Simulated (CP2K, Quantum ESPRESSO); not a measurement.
Equation of state of zinc-blende BP (space group 216): energy against volume (CP2K, PBE)

```xyz
2
Lattice="3.1532 0.0000 0.0000 1.5766 2.7307 0.0000 1.5766 0.9102 2.5746" Properties=species:S:1:pos:R:3 pbc="T T T"
B      0.0000     0.0000     0.0000
P      4.7298     2.7307     1.9309
```

Method: PBE, GPW, DZVP-MOLOPT-SR-GTH basis, GTH-PBE potentials (GTH_POTENTIALS) (CP2K 2026.2). Settings: CUTOFF = 520 Ry; REL_CUTOFF = 40 Ry; SMEAR/METHOD = FERMI_DIRAC; ELECTRONIC_TEMPERATURE = 116.05 K; KPOINTS/SCHEME = MONKHORST-PACK 12 12 12; GAMMA_CENTERED = T; XC_FUNCTIONAL = PBE; B/BASIS_SET = DZVP-MOLOPT-SR-GTH-q3; B/POTENTIAL = GTH-PBE-q3; P/BASIS_SET = DZVP-MOLOPT-SR-GTH-q5; P/POTENTIAL = GTH-PBE-q5; METHOD = GPW; EPS_DEFAULT = 1e-10; NGRIDS = 5; SCF_GUESS = ATOMIC; EPS_SCF = 1e-06. The cell above is the first row's. The rows scale it uniformly. In all rows fractional positions and the k mesh are held. E is the free energy at the stated smearing, counted from the lowest row.

```csv
V (Å^3/atom),E (meV/atom)
11.084,?
11.325,8.74
11.566,1.68
11.807,0.00
12.048,3.21
12.289,10.84
12.530,22.50
12.771,37.81
13.012,56.42
```

**Question.** Fit E against V with the third-order Birch-Murnaghan form, a cubic in V^(-2/3), and predict the withheld value at V = 11.084.

**Answer.** With u = V^(-2/3) - 0.189, the rows have u = 0.009293, 0.006529, 0.003859, 0.001279, -0.001217, -0.003633, -0.005972, -0.008239. Least squares gives E = 6.562 - 3081.39·u + 358781·u² - 211796·u³. Residuals (row less fit): -0.001, 0.001, -0.002, 0.003, -0.004, -0.002, 0.005, -0.002; standard error 0.004 (degrees of freedom: 4). Its minimum lies at u = 0.004311, so V0 = (0.193311)^(-3/2) = 11.77. There d²E/du² = 712100 and d³E/du³ = -1271000, so B0 = (4/9) × 11.77^(-7/3) × 712100 × 0.160218 = 161 GPa (the last factor turns the table's units into GPa), and B0' = 4 + (2/3) × 0.193311 × (-1271000)/712100 = 3.8. The program's pressures in the fitted runs (not shown) pass through zero at V = 11.77, 0.00 % from this V0. At the withheld row, u = 0.012157, so E = 6.562 - 3081.39 × 0.012157 + 358781 × 0.012157² - 211796 × 0.012157³ = 21.746 meV/atom. The calculation gives 21.74 meV/atom, 0.006 meV/atom below the prediction (under 0.05 % of the range of E in the table). The row lies outside the fitted rows, so this is an extrapolation. From the scatter of the fitted rows alone, a prediction at this place has a standard error of 0.012 meV/atom, so the miss is 0.5 times that.

Carrying the step between the two nearest rows on in a straight line would have given 15.80, off by 5.94; series whose last step already gives the withheld value aren't shown. The scan was laid around a cell of about the measured size, scaled by a guess for this functional. The runs keep the symmetry of the cell, so they don't test it for distortions. A plane-wave scan with the same functional (Quantum ESPRESSO, GBRV) gives V0 = 11.75 Å^3/atom and B0 = 162 GPa; a Birch-Murnaghan fit to all rows here lies 0.1 % from it in V0 and 0 % in B0; the two differ in basis, and may differ in potentials and mesh. Values carry the incompleteness of an atom-centred basis. Cutoffs and mesh are single choices, not tested for convergence of this quantity. Series with a scatter that would blur these digits, or in which a gap closes, are not shown. Nor are scans whose minimum lies at an end fitted in this form.
